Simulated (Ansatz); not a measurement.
# Ga2AsP (R3m, No. 160, 4 atoms in the cell; start mp-1224789)

All values below come from r²SCAN (plane waves, PAW; Ansatz, an electronic-structure program).

Numerical settings: plane-wave cutoff 500 eV, 12×12×12 k mesh, Fermi–Dirac smearing 0.05 eV, scalar-relativistic PAW data made under PBE.

Cell (relaxed at this level):

```
CELL_PARAMETERS angstrom
      1.96462     1.13427     6.42148
     -1.96462     1.13427     6.42148
      0.00000    -2.26854     6.42148
ATOMIC_POSITIONS crystal
  Ga 0.99762 0.99762 0.99762
  Ga 0.50250 0.50250 0.50250
  P  0.62503 0.62503 0.62503
  As 0.12485 0.12485 0.12485
```

For Ga2AsP (R3m, No. 160, 4 atoms in the cell; start mp-1224789), the band gap is 1.46 eV (on the SCF k mesh).

Note: the relaxation could not lower the start's symmetry, so the cell can be a saddle point above a distorted one.

Spin–orbit coupling is not included.

A start named mp-… is a Materials Project structure, which need not be a measured phase.
